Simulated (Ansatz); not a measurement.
Start from Li2S (space group Pn-3m, No. 224; a = 5.2234 Å; a hypothetical phase, not in the database extracts checked). Axes: x, y, z lie along the cube axes.

Level of theory: r2SCAN, PAW, 500 eV (Ansatz, a quantum-chemistry and plane-wave program; scalar-relativistic without spin-orbit coupling).

Now apply this change: the cell is scaled by 0.9916 in all directions, atoms relaxed at fixed cell.

**Question.** Predict the stress tensor and what it implies for the stiffness.

**Answer.** Stress of the strained cell less that of the base (GPa, compression positive):
```
   0.65    0.00    0.00
   0.00    0.65    0.00
   0.00    0.00    0.65
```

Then B = −ΔP/(ΔV/V₀) with ΔV/V₀ = -0.0250 gives secant stiffness values (nonlinear terms included at this strain): B ≈ 26 GPa.

No phonon test of stability was made.
